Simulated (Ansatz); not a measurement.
What pressure 0.3 GPa does to SiO2

Base system: SiO2 (space group P4_12_12, No. 92; a = 5.083 Å, c = 7.098 Å).

One thing is altered: cell and atoms relaxed at a pressure of 0.3 GPa.

Level of theory: PBE in Ansatz (plane waves to 420 eV, PAW, scalar-relativistic without spin-orbit coupling), earlier PAW set. Settings: 5×5×4 k-points, 0.05 eV Fermi–Dirac smearing.

- Volume per atom: 15.02 Å³ (base 15.28 Å³)
- Lattice parameter a: 9.557 bohr (base 9.605 bohr)
- c/a ratio: 1.394 (base 1.396)
- Band gap: 5.54 eV (base 5.52 eV)
- Gap character: direct at Γ (base direct at Γ)
- Mean gap deformation potential ΔEg/Δln V: -1.5 eV
- Width of the top valence band: 0.62 eV (base 0.64 eV)
- Electron mass: 0.54 mₑ (at Γ) (base 0.54 mₑ (at Γ))
- Hole mass: 1.7 mₑ along c, 1.9 mₑ across (at Γ) (base 1.7 mₑ along c, 1.9 mₑ across (at Γ))
- Valence-band top at Γ (three highest levels, from the VBM): 0.00, -0.28, -0.28 eV (base 0.00, -0.25, -0.25 eV)

Load acts through the strain it causes; cell and atoms are relaxed under it. Effective masses come from finite differences of ±0.01 Å⁻¹. Stability against distortions was not tested.

Ansatz is a program for electronic structure.
